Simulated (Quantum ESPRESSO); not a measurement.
Habitual settings against a tight run: ZrV₂ (Fd-3m, 6 atoms in the cell)

Self-consistent single point.

```
CELL_PARAMETERS angstrom
      0.00000     3.67400     3.67400
      3.67400     0.00000     3.67400
      3.67400     3.67400     0.00000
ATOMIC_POSITIONS crystal
  Zr 0.75000 0.75000 0.75000
  Zr 0.50000 0.50000 0.50000
  V  0.12500 0.62500 0.12500
  V  0.12500 0.12500 0.12500
  V  0.62500 0.12500 0.12500
  V  0.12500 0.12500 0.62500
```

Method of the run: LDA (PW92), PseudoDojo standard norm-conserving (LDA) pseudopotentials (plane waves; Quantum ESPRESSO).

Base settings: ecutwfc = 85 Ry; occupations = smearing; smearing = cold; degauss = 0.0147 Ry; potentials = {Zr: Zr.upf, V: V.upf}; K_POINTS = automatic 5 5 5 0 0 0; conv_thr = 1e-10 Ry; mixing_beta = 0.5.

Tight run (finer mesh or higher cutoff; not a proven limit): ecutwfc: 85 Ry → 119 Ry; conv_thr: 1e-10 Ry → 7.3e-11 Ry; K_POINTS: automatic 5 5 5 0 0 0 → automatic 7 7 7 0 0 0. It gave Fermi level (on the code's own zero) 15.09 eV; pressure -10.08 GPa.

Quick runs, as changes from the base:
- A: the base itself
- B: ecutwfc: 85 Ry → 51 Ry; K_POINTS: automatic 5 5 5 0 0 0 → automatic 6 6 6 0 0 0
- C: ecutwfc: 85 Ry → 42 Ry; smearing: cold → mp; degauss: 0.0147 Ry → 0.019992 Ry; K_POINTS: automatic 5 5 5 0 0 0 → automatic 4 4 4 0 0 0
- D: ecutwfc: 85 Ry → 42 Ry; K_POINTS: automatic 5 5 5 0 0 0 → automatic 2 2 2 1 1 1; potentials: PseudoDojo standard norm-conserving (PBESOL) [PBEsol]
- E: ecutwfc: 85 Ry → 51 Ry; K_POINTS: automatic 5 5 5 0 0 0 → automatic 3 3 3 0 0 0

Energies are extrapolated to zero smearing width, which holds to low order in the width alone (under cold and Methfessel-Paxton smearing the free energy itself is taken).

Dashes: time of C, D, E, under 30 s; energy of D, another energy zero.

† marks runs with another functional, U, potentials or spin treatment: their distance from the tight run is not a convergence error alone.

The count of work is k-points × plane waves × bands × iterations; it is no time. Core times come from one kind of shared machine and are given to one figure; runs under 30 s give none.

The starting cell comes from a database of computed structures (which also holds hypothetical and non-ambient phases and stackings), without a prior relaxation at this level. Its lattice was rescaled by a random factor within 2.5 % of one. Spin polarisation is off. In the base run, with a pressure of about -10 GPa the cell is away from its equilibrium volume at this level.

```tsv
run	energy less tight (meV/atom)	pressure less tight (GPa)	count of work / tight	core time / tight (rough)
A	-5.1	-0.26	0.25	0.2
B	781.4	-43.50	0.29	0.3
C	3115.8	-115.62	0.061	–
D†	–	-108.66	0.017	–
E	771.8	-44.77	0.056	–
```

Among the runs at the tight run's level, the energy misses run from 5.1 to 3115.8 meV/atom.

Left out of this page: 1 run of the series outside the window shown, repeating another row's setting, or not comparable.
